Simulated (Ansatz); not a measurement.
Results of PBEsol+SOC in Ansatz (plane waves, PAW) for HfO2 (model structure, started from the 3R-MoS2 type, R3m, No. 160, 3 atoms in the cell).

Settings: plane-wave cutoff 520 eV, 12×12×12 k mesh, Fermi–Dirac smearing 0.01 eV, PAW data made under PBE.

Cell (relaxed with PBE-D3(BJ)):

```xyz
3
Lattice="1.5553 0.8979 4.8208 -1.5553 0.8979 4.8208 0.0000 -1.7959 4.8208" Properties=species:S:1:pos:R:3 pbc="T T T"
Hf     0.0000     0.0000    -0.0030
O      0.0000     0.0000    10.8042
O      0.0000     0.0000     8.4815
```

Q: Estimate the band gap, smallest direct gap on the k points sampled and Γ–Γ gap that the calculation returns.

A: 
- band gap = 1.27 eV (indirect)
- smallest direct gap on the k points sampled = 1.91 eV
- Γ–Γ gap = 2.62 eV

Note: the relaxation could raise the start's symmetry but not lower it, so the cell can be a saddle point; cell and atoms aren't relaxed at this level (largest force component 0.33 eV/Å, pressure -3.5 GPa).

Static lattice: no zero-point or thermal effects.

It cost very roughly 2.1 core-minutes of CPU time.

A model structure was made by putting elements into a prototype or built by hand; it is no filed structure, need not be a known phase, and can be a saddle point held by its symmetry.

Ansatz is an electronic-structure program.
